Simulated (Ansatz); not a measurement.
Start from Ba in the diamond structure (space group Fd-3m, No. 227; a = 7.692 Å; a hypothetical phase, not in the database extracts checked; relaxed with 0.1 eV smearing).

(Cell as relaxed with PBE.)

Levels (all Ansatz, a first-principles code, PAW): PBE (420 eV, spin-orbit coupling left out); PBEsol (420 eV, no SOC).

Each level relaxes its own structure.

```json
[
 {"base": "volume per atom", "PBE": "56.89 Å³", "PBEsol": "50.83 Å³"},
 {"base": "lattice parameter a", "PBE": "769.2 pm", "PBEsol": "740.9 pm"},
 {"base": "band gap", "PBE": "zero", "PBEsol": "zero"}
]
```

The change: an isotropic linear strain of −0.61 %; the atoms relax in the strained cell.

```json
[
 {"quantity": "energy relative to the base (free energy F)", "PBE": "+0.5 meV/atom", "PBEsol": "?"},
 {"quantity": "pressure", "PBE": "0.1 GPa", "PBEsol": "?"},
 {"quantity": "band gap", "PBE": "zero", "PBEsol": "?"}
]
```

Question: Predict the PBEsol column.

Answer: 
- energy relative to the base (free energy F), PBEsol: +0.8 meV/atom
- pressure, PBEsol: 0.3 GPa
- band gap, PBEsol: zero

PBE's energy relative to the base lies 0.3 meV/atom below PBEsol's; the two agree on the band gap. Neither level is exact; PBEsol is the comparison here, not a measurement.

Whether these cells are dynamically stable was not tested.
